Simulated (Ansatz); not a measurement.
Input and output of a self-consistent single point for Ta2Co (I4/mcm, 6 atoms in the cell) (Ansatz, a program for electronic structure).

Method: LDA (PW92), default PAW files made with PBE (plane waves; Ansatz).

```
Ta2Co
1.0
   -3.04214     3.04214     2.48276
    3.04214    -3.04214     2.48276
    3.04214     3.04214    -2.48276
Ta Co
4 2
Direct
  0.16135   0.66135   0.82270
  0.83865   0.33865   0.17730
  0.66135   0.83865   0.50000
  0.33865   0.16135   0.50000
  0.75000   0.75000   0.00000
  0.25000   0.25000   0.00000
```

Reference input (self-consistent single point, DFT, PBEsol, plane waves, default PAW files made with PBE): kpoints.mp_grid.grid = 6 6 6; hamiltonian.xc = pbesol; hamiltonian.pseudopotentials = {kind: paw} (the program's default PAW files); scf.occupations.method = fermi_dirac; scf.occupations.width = 0.1 eV. This run's input differs from it in these lines:

Ansatz 0.2 input:
```diff
@@ -16,3 +16,3 @@
 hamiltonian:
-  xc: pbesol
+  xc: lda
   pseudopotentials:
```

Log, with long lists cut:

```
SCF iter   1: F=—  HF=-48857.720095 eV  |F-HF|=—  |Δ(HF+E_count)|=         —  Δρ=1.78e-2  dr2=2.24e-1  ethr=1.77e-3  ⟨swp⟩=4.4  Hψ=5163  notcnv=0
all-band conjugate gradients solve this SCF's bands
preconditioner: auto → Kerker (q_TF=auto, 2.698 Å⁻¹)
SCF iter   2: F=—  HF=-48857.706132 eV  |F-HF|=—  |Δ(HF+E_count)|=   1.40e-2  Δρ=7.87e-3  dr2=5.39e-2  ethr=2.60e-4  ⟨swp⟩=1.9  Hψ=1829  notcnv=0
SCF iter   3: F=—  HF=-48857.700870 eV  |F-HF|=—  |Δ(HF+E_count)|=   5.26e-3  Δρ=1.74e-3  dr2=3.77e-3  ethr=6.27e-5  ⟨swp⟩=1.0  Hψ=1560  notcnv=0
SCF iter   4: F=—  HF=-48857.700500 eV  |F-HF|=—  |Δ(HF+E_count)|=   3.71e-4  Δρ=2.99e-4  dr2=4.31e-5  ethr=4.38e-6  ⟨swp⟩=1.9  Hψ=1788  notcnv=0
SCF iter   5: F=—  HF=-48857.700517 eV  |F-HF|=—  |Δ(HF+E_count)|=   1.72e-5  Δρ=1.06e-4  dr2=5.85e-6  ethr=5.01e-8  ⟨swp⟩=2.0  Hψ=2143  notcnv=0
SCF iter   6: F=—  HF=-48857.700517 eV  |F-HF|=—  |Δ(HF+E_count)|=   3.08e-7  Δρ=2.11e-5  dr2=3.56e-7  ethr=6.80e-9  ⟨swp⟩=1.9  Hψ=1720  notcnv=0
SCF iter   7: F=-48857.700517 eV  HF=-48857.700517 eV  |F-HF|=9.60e-8  |Δ(HF+E_count)|=   2.90e-9  Δρ=1.08e-5  dr2=9.92e-8  ethr=1.16e-10  ⟨swp⟩=5.1  Hψ=6262  notcnv=0
SCF 1 converged in 7 iterations: F = -48857.700517 eV  dr2 = 9.92e-8
Free energy (F): -48857.700517 eV
Internal energy: -48857.522912 eV  (E = F + TS)
E sigma→0 (E₀):  -48857.611714 eV
Entropy (-TS):   -0.177605 eV (-29.601 meV/atom)
Fermi energy:    18.933432 eV
--- Forces (eV/Å), atoms counted from 1 ---
  atom   1  Ta     0.02210884     0.02210884     0.00000000
  atom   2  Ta    -0.02210884    -0.02210884     0.00000000
  atom   3  Ta    -0.02210884     0.02210884     0.00000000
  atom   4  Ta     0.02210884    -0.02210884    -0.00000000
  atom   5  Co     0.00000000    -0.00000000    -0.00000000
  atom   6  Co    -0.00000000    -0.00000000     0.00000000
--- Stress (GPa, compression-positive) ---
       -9.257857      -0.000000      -0.000000
       -0.000000      -9.257857      -0.000000
       -0.000000       0.000000     -10.218146
  P = ⅓ Tr σ = -9.5780 GPa (-95.780 kbar)
  The stress holds the Pulay correction. Without it, at fixed plane waves, as pw.x and ABINIT print it: P = -9.6841 GPa
```

The run converged in 7 iterations. Against the reference run the pressure goes from -3.72 to -9.58 GPa and the largest force goes from 0.004 to 0.031 eV/Å.

The starting cell comes from a database of computed structures (which also holds hypothetical and non-ambient phases and stackings), without a prior relaxation at this level. Spin polarisation is off. With a pressure of about -10 GPa the cell is away from its equilibrium volume at this level. Ansatz's pressure includes its estimate of the finite-basis (Pulay) stress.
